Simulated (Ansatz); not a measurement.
**AlN: pressure 2.1 GPa**

The reference is AlN in the wurtzite structure (space group P6_3mc, No. 186; a = 3.130 Å, c = 5.017 Å).

The change: a hydrostatic pressure of 2.1 GPa.

Method: plane-wave PAW DFT at the PBE level (Ansatz, a quantum-chemistry and plane-wave program, 420 eV), spin-orbit coupling left out, earlier PAW set. k-mesh 12×12×7 (Γ-centred); smearing 0.05 eV (Fermi–Dirac).

- Volume per atom = 10.53 Å³ (base 10.64 Å³)
- Density = 3.23 g/cm³ (base 3.20 g/cm³)
- Lattice parameter a = 3.119 Å (base 3.130 Å)
- c/a ratio = 1.602 (base 1.603)
- Enthalpy H = E + PV relative to the base's energy = +0.14 eV/atom
- Band gap = 4.13 eV (base 4.04 eV)
- Gap character = direct at Γ (base direct at Γ)
- Valence-band top at Γ (three highest levels, from the VBM) = 0.00, -0.21, -0.21 eV (base 0.00, -0.20, -0.20 eV)

Load acts through the strain it causes; cell and atoms are relaxed under it. Stability against distortions was not tested. Tetrahedral semiconductors of this kind turn to denser phases somewhere between about 1 and 50 GPa; those were not computed, so compressed cells here can lie past the real transition.
